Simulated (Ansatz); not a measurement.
Terminations of the (100) surface of rock-salt TaC, measured from the surface 'clean 1x1'. Atoms come from or go to: Ag: fcc Ag, B: alpha boron, C: graphite, Cr: bcc Cr, antiferromagnetic, Cu: fcc Cu, F: ½ F2(g), Mo: bcc Mo, N: ½ N2(g), O: ½ O2(g), Ta: bcc Ta. ΔE is the energy of forming the row's surface from that one (negative: more stable at these reservoirs); the vacuum level's shift is aligned on the shared bottom. No zero-point or thermal terms. These are constructed structures in small cells; real faces may alloy, dewet or reconstruct in larger ones, and not all known structures of the face are among them. Slabs of about 14 Å with all that they carry, Fermi-Dirac smearing of 0.1 eV. Bottom of the slabs: a bare face, its two planes held. Relaxed from the named starts with such symmetry as they have, on meshes of like density; energies extrapolated to zero smearing; no spin-orbit coupling, no U. Spin-polarised runs, if any, are marked in brackets, and their order is one that fits the cell; the others ran without spin. A dash marks a value that is undefined for that row (no clear gap, or no work function of a gapped slab) or was not read reliably on its mesh.

Computed with PBE (plane waves to 420 eV, PAW; Ansatz, a first-principles code).

| surface | atoms added per 1x1 | ΔE per 1x1 (eV) | shift of the vacuum level (eV) | work function (eV) |
|---|---|---|---|---|
| half the C sites of the top plane empty, c(2x2) | -0.5 C | (withheld) | 0.45 | 4.15 |
| a layer of Ag, one atom over each Ta | +1 Ag | 0.69 | 0.40 | 4.11 |
| B on all C sites of the second plane | +1 B, -1 C | -0.10 | -0.02 | 3.66 |
| Mo on all Ta sites of the second plane | +1 Mo, -1 Ta | (withheld) | 0.30 | 4.00 |
| half the Ta sites of the top plane empty, c(2x2) | -0.5 Ta | 2.96 | 1.37 | 5.13 |
| top plane replaced by CrO [spin, 3.6 μB a cell] | -1 C, +1 Cr, +1 O, -1 Ta | -1.48 | -0.57 | 3.13 |
| F on half the C sites of the top plane, c(2x2) (1 F–Ta bonds broke) | -0.5 C, +0.5 F | -0.94 | 1.11 | 4.81 |
| a layer of Cu, one atom over each Ta | +1 Cu | 1.48 | 0.38 | 4.09 |
| B on all C sites of the top plane | +1 B, -1 C | (withheld) | 0.93 | 4.60 |
| clean 1x1 | none | 0.00 | 0.00 | 3.68 |
| a layer of Cu, one atom over each C | +1 Cu | 0.68 | 0.76 | 4.49 |
| N on all C sites of the top plane | -1 C, +1 N | (withheld) | -0.45 | 3.23 |

Problem. Fill in the missing entries.

Solution. 
- half the C sites of the top plane empty, c(2x2), ΔE per 1x1 (eV): 0.86
- Mo on all Ta sites of the second plane, ΔE per 1x1 (eV): 1.39
- B on all C sites of the top plane, ΔE per 1x1 (eV): -0.04
- N on all C sites of the top plane, ΔE per 1x1 (eV): -0.93
